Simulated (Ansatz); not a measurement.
Base system: MgO in the rock salt structure (space group Fm-3m, No. 225; a = 4.214 Å).

Method: PBEsol (Ansatz, a first-principles code), no SOC.

For the base:

* **Band gap**: 4.62 eV
* **Gap character**: direct at Γ
* **Width of the top valence band**: 1.79 eV

It is then changed as follows: a hydrostatic pressure of 1.8 GPa.

Problem. How does this affect the band gap?

Solution. The band gap rises by 0.11 eV, from 4.62 eV to 4.73 eV.

Problem. What happens to the gap character?

Solution. The gap character stays direct at Γ.

Problem. Estimate the effect on the width of the top valence band.

Solution. The width of the top valence band grows by 0.02 eV (1.79 eV → 1.81 eV).

Load acts through the strain it causes; cell and atoms are relaxed under it. No phonon test of stability was made.
